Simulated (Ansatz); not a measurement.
Carrier properties of InP (F-43m)

Here is the system:

```xyz
2
Lattice="0.0000 2.8442 2.8442 2.8442 0.0000 2.8442 2.8442 2.8442 0.0000" Properties=species:S:1:pos:R:3 pbc="T T T"
In     0.0000     0.0000     0.0000
P      1.4221     1.4221     1.4221
```

Method: r2SCAN with spin-orbit coupling, rigid bands (plane waves, PAW; Ansatz, an electronic-structure program). Condition of this run: hydrostatic pressure 10 GPa (the target of the relaxation). Geometry: cell and atoms relaxed with r2SCAN, then loaded as said.

```
Quantity                                                                                                                                                        Value
---------------------------------------------------------------------------------------------------------------------------------------  ----------------------------
band gap                                                                                                                                                      1.65 eV
electron conductivity mass (300 K, dilute)                                                                                                                   0.126 mₑ
hole conductivity mass (300 K, dilute)                                                                                                                        0.50 mₑ
effective density of states N_c (300 K)                                                                                                                   1.1e18 cm⁻³
effective density of states N_v (300 K)                                                                                                                   2.1e19 cm⁻³
density-of-states mass, electrons                                                                                                                            0.121 mₑ
density-of-states mass, holes                                                                                                                                 0.89 mₑ
Seebeck coefficient, n-type 1e19 cm⁻³, 300 K                                                                                                                -127 μV/K
Seebeck coefficient, p-type 1e19 cm⁻³, 300 K                                                                                                                 310 μV/K
best p-type power factor at 300 K for τ = 10 fs (best axis; densities from 1e16 to 1e21 cm⁻³ tried, whether or not they can be reached)  13.1 μW/(cm·K²) at 3e20 cm⁻³
```

Rigid bands; masses and Seebeck coefficients take one relaxation time τ for all states and one kind of carrier; polarons and phonon drag are left out.
